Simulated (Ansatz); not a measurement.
Levels about the gap of amorphous Ge19Se38Sb4 (61 atoms in a cell of 1705 Å³, 4.74 g/cm³; zone centre alone, so wide bands show as single levels with stretches between that a denser mesh fills), at the geometry that PBE-D3(BJ) relaxed, where it gives 0.0 GPa on a denser mesh. The participation number counts the atoms over which a state spreads; weights are charges in smoothed Voronoi cells. The levels come from a single point, so bond lengths are those of that geometry. Method of the levels: PBE-D3(BJ), scalar-relativistic without spin-orbit coupling, PAW (Ansatz default set, large-core Se) (Ansatz, a quantum-chemistry and plane-wave program). Sampling: the zone centre alone; Fermi-Dirac width 0.05 eV; no spin polarisation.

Preparation: random packing, a CHGNet melt and quench, and a DFT relaxation. The hot cell started wider than the set density and was brought back towards it in steps. It is the lowest in DFT energy of 3 quenches. It is a model cell: composition and starting density were chosen by hand, and all elements were melted together. The geometry includes D3(BJ) dispersion. Its density started from a set value of 4.40 and ended at 4.74 g/cm³. The simulated quench (nominally 74 K/ps over its main leg) is rapid and tends to freeze in more defects than a deposited or slowly cooled glass has. One small periodic cell is one sample of the glass; other quenches scatter about these values. Volume and shape were free in the relaxation.

```tsv
E - E(highest filled), eV	filling	participation number	largest on	weight Se	weight Ge	weight Sb
-0.32	filled	29.4	Se, 2 neighbours	0.78	0.18	0.04
-0.24	filled	25.3	Se, 2 neighbours	0.84	0.10	0.06
-0.18	filled	25.4	Se, 2 neighbours	0.81	0.16	0.03
-0.14	filled	25.2	Se, 2 neighbours	0.78	0.15	0.07
-0.08	filled	34.2	Se, 2 neighbours	0.81	0.12	0.07
-0.01	filled	16.3	Se, 2 neighbours	0.81	0.18	0.01
0.00	filled	31.1	Ge, 3 neighbours	0.75	0.22	0.03
0.74	empty	21.5	Ge, 4 neighbours	0.69	0.29	0.02
1.01	empty	30.7	Se, 2 neighbours	0.68	0.27	0.05
1.11	empty	27.7	Se, 3 neighbours	0.59	0.30	0.11
1.13	empty	29.5	Ge, 4 neighbours	0.64	0.29	0.07
1.22	empty	39.0	Sb, 3 neighbours	0.62	0.26	0.12
1.34	empty	36.9	Sb, 5 neighbours	0.54	0.33	0.13
1.43	empty	36.1	Ge, 4 neighbours	0.66	0.28	0.06
```

Most localised among these is the filled level at -0.01 eV, on a Se atom, which has 2 neighbours (Ge 2.34 Å, Ge 2.63 Å).
